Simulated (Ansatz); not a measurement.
Start from HfO2 (space group P2_1/c, No. 14).

```xyz
12
Lattice="5.1142 0.0000 0.0000 0.0000 5.1819 0.0000 -0.8708 0.0000 5.2238" Properties=species:S:1:pos:R:3 pbc="T T T"
Hf     1.2312     0.2169     1.0879
Hf     3.4476     2.8079     1.5240
Hf     3.0122     4.9650     4.1359
Hf     0.7958     2.3741     3.6998
O      0.0586     1.7295     1.7971
O      4.6201     4.3205     0.8148
O      4.1847     3.4524     3.4267
O     -0.3768     0.8614     4.4090
O      1.8743     3.9262     2.4995
O      2.8044     1.3352     0.1124
O      2.3690     1.2558     2.7243
O      1.4389     3.8467     5.1113
```

Cartesian axes are those of the cell as printed.

Level of theory: Kohn–Sham DFT with the r2SCAN functional, run in Ansatz (an electronic-structure program) with PAW and 500 eV plane waves, without spin-orbit coupling, earlier PAW set.

Base values:

| Quantity | Value |
|---|---|
| Pressure | 0.00 GPa |
| Volume per atom | 11.54 Å³ |

Perturbation: biaxial strain +4.89 %, plane normal [001], relaxed out of plane (Cartesian); in-plane vectors clamped, the third vector and the atoms free.

Q: What does the calculation give for the pressure and volume per atom after the change?

A: The pressure (mean of the normal stresses, compression positive) goes from zero to -11.93 GPa; the volume per atom rises by 0.69 Å³ (11.54 Å³ → 12.23 Å³).

Whether these cells are dynamically stable was not tested.
